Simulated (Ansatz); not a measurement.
The parent structure is ZnS in the zinc blende structure (space group F-43m, No. 216; a = 5.443 Å).

Structures relaxed with DFT with PBE, PAW potentials and a 420 eV plane-wave cutoff in Ansatz (a quantum-chemistry and plane-wave program), without spin-orbit coupling.

Base:

Simulated powder pattern, Co Kα, λ = 1.79026 Å (kinematic, ideal powder, no thermal factors, no anomalous dispersion; the 14 strongest lines at most, above 2 %, up to 2θ = 90°):

| 2θ (°) | I/Imax (%) | hkl |
|---|---|---|
| 33.10 | 100 | (111) |
| 38.40 | 12 | (200) |
| 55.43 | 59 | (220) |
| 66.10 | 40 | (311) |
| 69.45 | 3.0 | (222) |
| 82.26 | 9.3 | (400) |

After one change:

Simulated powder pattern, Co Kα, λ = 1.79026 Å (kinematic, ideal powder, no thermal factors, no anomalous dispersion; the 14 strongest lines at most, above 2 %, up to 2θ = 90°):

| 2θ (°) | I/Imax (%) |
|---|---|
| 33.75 | 100 |
| 39.17 | 12 |
| 56.59 | 58 |
| 67.54 | 39 |
| 70.98 | 3.0 |
| 84.19 | 9.3 |

### Question
Which change produced these results?
A. pressure 2.1 GPa
B. pressure 4.5 GPa
C. pressure −2 GPa
D. pressure 15 GPa

### Answer
B, pressure 4.5 GPa. Its volume per atom is 19.05 Å³ against 20.16 Å³, and its space group is F-43m (No. 216).

Load acts through the strain it causes; cell and atoms are relaxed under it. Whether these cells are dynamically stable was not tested. Measured, ZnS leaves this structure (for rock salt) near 14.7 GPa (temperature not stated; as listed in Datta, Sujoy, Jana, Debnarayan, arXiv (2020)), on rising pressure, with hysteresis.
